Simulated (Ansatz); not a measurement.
## A computed series for LuAs: pressure series

Base system: LuAs in the rock salt structure (space group Fm-3m, No. 225; a = 5.610 Å; a model cell, its experimental status unchecked).

Cell and atoms are relaxed at each pressure.

All numbers come from DFT with PBEsol, PAW potentials and a 420 eV plane-wave cutoff in Ansatz (a quantum-chemistry and plane-wave program), spin-orbit coupling left out.

```tsv
pressure (GPa)	volume per atom (Å³/atom)
-2	22.625
-1	22.342
0	22.071
0.9	21.849
2.1	21.559
4.5	21.037
9	20.201
22.5	?
30	17.609
```

**Question.** Fit the third-order Birch–Murnaghan form P(V) = (3B₀/2)[(V₀/V)^(7/3) − (V₀/V)^(5/3)]·[1 + (3/4)(B₀′ − 4)((V₀/V)^(2/3) − 1)] (squares taken in P) to the rows shown and predict the withheld row.

**Answer.** Least squares on the printed values gives V₀ = 22.074 Å³/atom, B₀ = 85.2 GPa, B₀′ = 3.9; this predicts 18.364 Å³/atom, and the run gives 18.366 Å³/atom, 0.002 higher.

Load acts through the strain it causes; cell and atoms are relaxed under it. No phonon test of stability was made. No other phases were tried under pressure. The final runs are not spin-polarised.
